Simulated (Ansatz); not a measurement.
Functionals compared on the (0001) surface of wurtzite GaN, Ga-terminated, H on every top atom (bottom of the slab: 3 H on 4 bottom sites), in Ansatz (plane waves, PAW). The structure was relaxed with PBE; the other rows are single points on it. Cutoff 420 eV (500 eV for r2SCAN).

Set-up: 47 atoms, 13.8 Å thick at the start with caps and adatoms (thin: gaps and levels are the slab's own); mesh 4x4x1; 0.025 eV smearing; dipole correction on; 8 atoms held, the rest relaxed; symmetry of the start imposed; spin-polarised, no spin-orbit, no U. The slab shows no gap on its mesh. The starting moment vanished. It is one candidate, not shown to be the stable structure of the face. These notes are the PBE run's. r2SCAN: The program's check for a lower electronic state was not made.

| functional | work function of the top face (eV) | rough cost of the single point |
|---|---|---|
| PBE | 7.41 | – |
| r2SCAN | ___ | about 12 core-minutes (a rough figure) |

Question: What belongs in the gaps?

Answer: 
- r2SCAN, work function of the top face (eV): 7.73

Ansatz is a program for electronic structure.
